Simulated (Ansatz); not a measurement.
Surface energy of faces of monoclinic ZrO2 in PBE and in HSE06, in Ansatz (plane waves, PAW). Symmetric slabs relaxed with PBE from ideal cuts in 1x1 cells (the lowest computed cut and spin start of each face; real faces may reconstruct in larger cells); HSE06 values are single points on them, with the bulk at the same level. No spin-orbit coupling, no U. HSE06 ran on coarser k-meshes, which may carry part of its shift.

```tsv
face	PBE (J/m²)	HSE06 (J/m²)
(001)	1.25	1.49
(010)	2.19	2.43
(011)	1.30	1.44
(10-1)	1.22	1.38
(100)	1.41	?
(101) (2 O–Zr bonds broke)	1.36	1.56
(11-1)	0.92	1.09
(110)	1.18	1.33
```

**Question.** Fit a straight line y = a·x + b by least squares to the 7 complete rows (x: PBE (J/m²); y: HSE06 (J/m²)).

**Answer.** the means are x̄ = 1.3457 and ȳ = 1.5314; Σ(x − x̄)² = 0.94877 and Σ(x − x̄)(y − ȳ) = 1.0075, so a = 1.062 and b = ȳ − a·x̄ = 0.102. The largest residual is 0.060.

**Question.** What does the line predict for the withheld row, (100), and what did the calculation give?

**Answer.** the line gives 1.60; the calculation gave 1.60, a miss of 0.00, of the size of the fitted rows' scatter and rounding.

Ansatz is a first-principles code.
